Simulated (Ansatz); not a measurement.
**Input and output of a self-consistent single point for SnIr (P6_3/mmc, 4 atoms in the cell) (Ansatz, a quantum-chemistry and plane-wave program)**

Method of the run: LDA (PW92), default PAW files made with PBE (plane waves; Ansatz).

Input:

Ansatz 0.2 input:
```yaml
crystal:
  lattice:
    - [4.014060, 0.000000, 0.000000]
    - [-2.007030, 3.476278, 0.000000]
    - [0.000000, 0.000000, 5.671135]
  atoms:
    - { symbol: Sn, position: [0.666667, 0.333333, 0.750000] }
    - { symbol: Sn, position: [0.333333, 0.666667, 0.250000] }
    - { symbol: Ir, position: [0.000000, 0.000000, 0.500000] }
    - { symbol: Ir, position: [0.000000, 0.000000, 0.000000] }
basis:
  ecutwfc: 420.0 eV
kpoints:
  mp_grid: { grid: [10, 10, 6] }
hamiltonian:
  xc: lda
  pseudopotentials: { kind: paw }
scf:
  occupations: { method: fermi_dirac, width: 0.1 eV }
output:
  forces: true
  eigenvalues: true
  stress: true
```

Log, with long lists cut:

```
WARN the atoms were moved onto the symmetric positions of the space group found under crystal.symmetry.tolerance 1.0e-5 (fractional …
WARN ansatz: RAYON_NUM_THREADS=1 ignored (pool sized by the plan → 1); use --threads N
Pseudopotentials: kind: paw
Pseudopotential: Sn, paw, valence charge 14
Pseudopotential: Ir, paw, valence charge 17
Crystal: 4 atoms, lattice volume = 79.135 Å³
Basis set: ecut = 420 eV, 1543 PW (Γ)
Bands: 38, of which v1, the nominal top of the filled ones, is band 31 counted from 1 (30 counted from 0)
Symmetry: 24 space group operations
Space group: P63/mmc (ITA 194), of the structure as read, at distance tolerance 4.3e-5 Å
k-points: 56 of 600
PAW frozen core: Sn, regenerated for the run's functional, and the local potential with it
PAW frozen core: Ir, regenerated for the run's functional, and the local potential with it
Initial density: superposition of atomic densities (neutral atoms: chi_scale 0, normalization atom), corrected by the library's trained network
Initial wavefunctions: pseudopotential atomic-orbital guess
Eigensolver: davidson
Functional: x = slater, c = lda
SCF iter   1: F=—  HF=-35086.645866 eV  |F-HF|=—  |Δ(HF+E_count)|=         —  Δρ=7.29e-3  dr2=1.79e-2  ethr=1.77e-3  ⟨swp⟩=6.3  Hψ=8458  notcnv=0  defer=5
all-band conjugate gradients solve this SCF's bands
preconditioner: auto → Kerker (q_TF=auto, 2.620 Å⁻¹)
SCF iter   2: F=—  HF=-35086.639413 eV  |F-HF|=—  |Δ(HF+E_count)|=   6.45e-3  Δρ=3.62e-3  dr2=5.03e-3  ethr=2.88e-5  ⟨swp⟩=2.0  Hψ=3269  notcnv=0  defer=3
SCF iter   3: F=—  HF=-35086.637799 eV  |F-HF|=—  |Δ(HF+E_count)|=   1.61e-3  Δρ=7.16e-4  dr2=4.25e-4  ethr=8.11e-6  ⟨swp⟩=2.0  Hψ=2639  notcnv=0  defer=3
SCF iter   4: F=—  HF=-35086.637695 eV  |F-HF|=—  |Δ(HF+E_count)|=   1.05e-4  Δρ=1.30e-4  dr2=1.94e-5  ethr=6.86e-7  ⟨swp⟩=2.0  Hψ=2618  notcnv=0  defer=3
SCF iter   5: F=—  HF=-35086.637682 eV  |F-HF|=—  |Δ(HF+E_count)|=   1.26e-5  Δρ=2.60e-5  dr2=8.68e-7  ethr=3.12e-8  ⟨swp⟩=2.1  Hψ=2859  notcnv=0  defer=3
SCF iter   6: F=-35086.637682 eV  HF=-35086.637682 eV  |F-HF|=4.21e-8  |Δ(HF+E_count)|=   2.43e-7  Δρ=8.70e-6  dr2=6.60e-8  ethr=1.61e-10  ⟨swp⟩=8.3  Hψ=9624  notcnv=0
SCF 1 converged in 6 iterations: F = -35086.637682 eV  dr2 = 6.60e-8
SCF converged after 6 iterations
Free energy (F): -35086.637682 eV
Harris-Foulkes:  -35086.637682 eV  (|F-HF|=4.21e-8)
Internal energy: -35086.584349 eV  (E = F + TS)
E sigma→0 (E₀):  -35086.611016 eV
Entropy (-TS):   -0.053332 eV (-13.333 meV/atom)
Fermi energy:    15.590472 eV
--- Per-component energies (eV) ---
  E_band       = -486.183497
  E_kinetic    = 1629.003445
  E_local      = -4608.453573  (includes V_loc(G=0)·N_el)
  E_nonlocal   = 108.321156
  E_hartree    = 2190.523877
  E_xc         = -1289.486175
  E_vxc        = -795.848040  (∫ρ·V_xc dr)
  E_paw        = -25904.932806  (= ΣΔE_a)
  E_vpaw       = -1200.252826  (= ΣTr[D̂ρ^β])
  E_aug_tail   = 0.000084  (compensation charges beyond the density's cutoff)
  E_ewald      = -7213.233358
  E_core_change = 1.673001  (= ΣΔE_core)
  E_smearing   = -0.053332  (= −TS)
  E_closure    = 0.000000  (closes the sum)
  Σ components = -35086.637682   (vs F -35086.637682, Δ=0.00e0)
--- Forces (eV/Å), atoms counted from 1 ---
  atom   1  Sn     0.00000000     0.00000000    -0.00000000
   [... zero for the other atoms too ...]
  max |Σ_I F_I| component: 1.39e-17 eV/Å
--- Stress (GPa, compression-positive) ---
       -7.623328       0.000000       0.000000
        0.000000      -7.623328      -0.000000
        0.000000      -0.000000      -9.668896
  P = ⅓ Tr σ = -8.3052 GPa (-83.052 kbar)
  The stress holds the Pulay correction. Without it, at fixed plane waves, as pw.x and ABINIT print it: P = -8.3842 GPa
--- Band table (eV; the first three rows and the last of 56) ---
  k-point 0: bands = ["-75.8419", "-75.8297", "-32.9003", "-32.6621", "-32.6621", "-32.6354", "-32.6354", "-32.6269", "-5.4140", "-5.4140", "-5.3510", "-5.3510", "-5.3417", "-5.3386", "-5.3265", "-5.3265", "-5.3200", "-5.3200", "4.6928", "9.2137", [...]
  k-point 1: bands = ["-75.8411", "-75.8305", "-32.8823", "-32.6603", "-32.6603", "-32.6455", "-32.6372", "-32.6372", "-5.4083", "-5.4083", "-5.3508", "-5.3508", "-5.3413", "-5.3387", "-5.3277", "-5.3277", "-5.3250", "-5.3250", "4.8444", "8.1512", [...]
  k-point 2: bands = ["-75.8388", "-75.8327", "-32.8329", "-32.6961", "-32.6554", "-32.6554", "-32.6421", "-32.6421", "-5.3926", "-5.3926", "-5.3546", "-5.3546", "-5.3404", "-5.3389", "-5.3341", "-5.3341", "-5.3308", "-5.3308", "5.2916", "6.9807", [...]
  k-point 55: bands = ["-75.8357", "-75.8357", "-32.7641", "-32.7641", "-32.6533", "-32.6533", "-32.6519", "-32.6519", "-5.3856", "-5.3856", "-5.3728", "-5.3728", "-5.3248", "-5.3248", "-5.3186", "-5.3186", "-5.3031", "-5.3031", "8.0108", "8.0108", [...]
```

The run converged in 6 iterations.

The starting cell comes from a database of computed structures (which also holds hypothetical and non-ambient phases and stackings), without a prior relaxation at this level. Its lattice was rescaled by up to half a per cent. Spin-orbit coupling is off. Spin polarisation is off. With a pressure of about -8 GPa the cell is away from its equilibrium volume at this level. Ansatz's pressure includes its estimate of the finite-basis (Pulay) stress.
